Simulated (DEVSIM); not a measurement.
Device: Mo/SiO2/p-GaAs capacitor, at 300 K.

Layer 1 from the left is SiO2, thickness (nm) 18.0. Layer 2 from the left is GaAs, thickness (nm) 4700, Na (cm⁻³) 1.9e16.

Metal gate on the left, work function 4.6 eV. Fixed charge at the semiconductor interface 2.7e11 cm⁻² (in units of +e); no interface traps.

The device is made up for the run: typed textbook-type constants, with dimensions and the other settings drawn at random. Values at 300 K.

SiO2: gap (eV) 9, affinity (eV) 0.9, permittivity 3.9. GaAs: gap (eV) 1.424, affinity (eV) 4.07, permittivity 12.9, Nc (cm⁻³) 4.7e17, Nv (cm⁻³) 9e18.

Model (solved in DEVSIM): 1D Poisson equation in equilibrium, Boltzmann statistics, complete ionisation; no quantum confinement or tunnelling. Metal contacts follow the ideal Schottky-Mott rule: no Fermi-level pinning, no interface dipoles.

Task: What does the simulation give for the flat-band voltage, the minimum of the low-frequency capacitance?

Result: flat-band voltage -0.96 V; minimum of the low-frequency capacitance 0.0347 μF/cm².
